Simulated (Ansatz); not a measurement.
The structure below was relaxed with PBE/PAW in Ansatz (a program for electronic structure), scalar-relativistic without spin-orbit coupling.

```
CELL_PARAMETERS angstrom
      0.00000     2.30682     2.30682
      2.30682     0.00000     2.30682
      2.30682     2.30682     0.00000
ATOMIC_POSITIONS crystal
  As 0.00000 0.00000 0.00000
  B  0.50000 0.50000 0.50000
```

Problem. Find the space group and the Wyckoff positions.

Solution. Space group Fm-3m (No. 225); a = b = c = 4.6136 Å, α = β = γ = 90.00°

```csv
atom,site,symmetry,x,y,z
As,4a,m-3m,0.0000,0.0000,0.0000
B,4b,m-3m,0.5000,0.5000,0.5000
```

Problem. Describe the coordination.

Solution. The crystal has 8 atoms in its conventional cell. Lattice parameters: a = 4.614 Å, b = 4.614 Å, c = 4.614 Å, α = 90.00°, β = 90.00°, γ = 90.00°. As has 6 B at 2.307 Å (octahedral). B is coordinated by 6 As at 2.307 Å (octahedral). (Neighbours: up to the widest gap in distance over summed covalent radii, below 1.35, at either atom.)

No phonon test of stability was made. The final runs are not spin-polarised. The cell was made from GaAs by this change: Ga → B; the result is a hypothetical phase, not in the database extracts checked.
